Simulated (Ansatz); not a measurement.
Pressure series in Cu

The parent structure is Cu in the fcc (Cu type) structure (space group Fm-3m, No. 225).

```
Cu
1.0
    0.00000     1.81485     1.81485
    1.81485     0.00000     1.81485
    1.81485     1.81485     0.00000
Cu
1
Cartesian
  0.00000   0.00000   0.00000
```

Cell and atoms are relaxed at each pressure.

Computed with Kohn–Sham DFT with the PBE functional, run in Ansatz (a quantum-chemistry and plane-wave program) with PAW and 420 eV plane waves, without spin-orbit coupling.

Two rows of this table had their results exchanged by mistake.

```json
[
 {"pressure": "pressure −2 GPa", "volume per atom (Å³)": "12.13", "shortest distance (Å)": "2.579", "band gap": "zero"},
 {"pressure": "pressure −1 GPa", "volume per atom (Å³)": "12.04", "shortest distance (Å)": "2.573", "band gap": "zero"},
 {"pressure": "pressure 0.9 GPa", "volume per atom (Å³)": "11.88", "shortest distance (Å)": "2.561", "band gap": "zero"},
 {"pressure": "pressure 2.1 GPa", "volume per atom (Å³)": "11.78", "shortest distance (Å)": "2.554", "band gap": "zero"},
 {"pressure": "pressure 4.5 GPa", "volume per atom (Å³)": "11.61", "shortest distance (Å)": "2.541", "band gap": "zero"},
 {"pressure": "pressure 9 GPa", "volume per atom (Å³)": "11.31", "shortest distance (Å)": "2.520", "band gap": "zero"},
 {"pressure": "pressure 15 GPa", "volume per atom (Å³)": "10.32", "shortest distance (Å)": "2.444", "band gap": "zero"},
 {"pressure": "pressure 22.5 GPa", "volume per atom (Å³)": "10.62", "shortest distance (Å)": "2.467", "band gap": "zero"},
 {"pressure": "pressure 30 GPa", "volume per atom (Å³)": "10.97", "shortest distance (Å)": "2.494", "band gap": "zero"}
]
```

### Question
Which two?

### Answer
The rows for pressure 15 GPa and pressure 30 GPa: the volume has to fall steadily with pressure, so 10.97 Å³ belongs to pressure 15 GPa and 10.32 Å³ to pressure 30 GPa.

Load acts through the strain it causes; cell and atoms are relaxed under it. Stability against distortions was not tested. Competing high-pressure phases were not computed. The final runs are not spin-polarised.
